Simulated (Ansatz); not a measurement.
Start from GaN in the wurtzite structure (space group P6_3mc, No. 186; a = 3.183 Å, c = 5.184 Å).

The other end (x = 1) is AlN in the wurtzite structure (space group P6_3mc, No. 186): 10.40 Å³/atom, gap 4.88 eV.

All numbers come from DFT with r2SCAN, PAW potentials and a 500 eV plane-wave cutoff in Ansatz (a quantum-chemistry and plane-wave program), scalar-relativistic without spin-orbit coupling.

Al replaces a fraction x of Ga; each row is one arrangement (x, atoms in the cell, starting space group or random), fully relaxed.

One change was made to it. Results:

The valence-band top at Γ (three highest levels, from the VBM) changes from 0.00, 0.00, -0.04 eV to 0.00, -0.01, -0.09 eV; the deviation of the volume from the linear (Vegard-type) interpolation amounts to 0.0 %; the band gap goes up by 1.80 eV, from 2.35 eV to 4.15 eV.

Q: Which of these changes matches the shifts?
(A) x(Al) = 0.5, 12 atoms, Cm
(B) x(Al) = 0.5, 12 atoms, P3m1
(C) x(Al) = 0.333, 12 atoms, Cm
(D) x(Al) = 0.75, 8 atoms, Pm
(E) x(Al) = 0.667, 12 atoms, Cm

A: D, x(Al) = 0.75, 8 atoms, Pm. For comparison, the band gap in the other runs: x(Al) = 0.5, 12 atoms, P3m1 gives 3.28 eV; x(Al) = 0.667, 12 atoms, Cm gives 3.89 eV; x(Al) = 0.5, 12 atoms, Cm gives 3.52 eV; x(Al) = 0.333, 12 atoms, Cm gives 3.13 eV.

Each cell is one ordered arrangement of few atoms, which overstates ordering effects compared with a random alloy. Stability against distortions was not tested.
